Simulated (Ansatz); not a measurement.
Hops of point defects in rutile-type MgF2, each between lowest sites run for its defect: PBE bands (Ansatz, a quantum-chemistry and plane-wave program, plane waves to 420 eV, PAW, climbing-image NEB) beside r2SCAN single points (500 eV) at the PBE geometries. Static nuclei, no finite-size correction. The rows are a random draw from the bands that converged and passed our checks of state and shape. Saddle orders were checked for a part of the study's bands only and are not shown. Vacancies start on their lattice site; split forms were not set up. Charge states are imposed.

| Row | Defect | Route | Hop (Å) | Cell and PBE mesh | r2SCAN k-points | PBE barrier x (eV) | r2SCAN barrier y (eV) |
|---|---|---|---|---|---|---|---|
| 1 | Mg vacancy, charge -2 | a nearby Mg jumps into the vacancy | 3.59 | 72 sites, Γ | same mesh | 1.43 | 1.48 |
| 2 | F vacancy, charge +1 | a nearby F jumps into the vacancy | 2.69 | 72 sites, Γ | same mesh | 0.71 | 0.76 |
| 3 | interstitial Mg, charge +2 | Mg moves farthest | 1.55 | 72 sites, Γ | same mesh | 0.45 | 0.50 |
| 4 | F vacancy, charge +1 | a nearby F jumps into the vacancy | 3.03 | 72 sites, Γ | same mesh | 1.17 | 1.21 |
| 5 | Mg vacancy, charge -2 | a nearby Mg jumps into the vacancy | 2.94 | 72 sites, Γ | same mesh | 1.22 | 1.27 |
| 6 | F vacancy, charge +1 | a nearby F jumps into the vacancy | 2.33 | 72 sites, Γ | same mesh | 0.53 | ? |

**Question.** Fit a straight line y = a x + b to rows 1 to 5, predict row 6, and compare with the computed value.

**Answer.** Means: x̄ = 0.996, ȳ = 1.044 eV. Sums: Sxx = 0.649, Sxy = 0.647 eV². So a = Sxy/Sxx = 0.997 and b = ȳ − a x̄ = 0.051 eV, with a scatter of 0.01 eV about the line. Row 6: 0.997 × 0.53 + 0.051 ≈ 0.58 eV. The computed r2SCAN value is 0.50 eV, -0.08 eV from the line, beyond the scatter. The line only summarises these rows of one host.
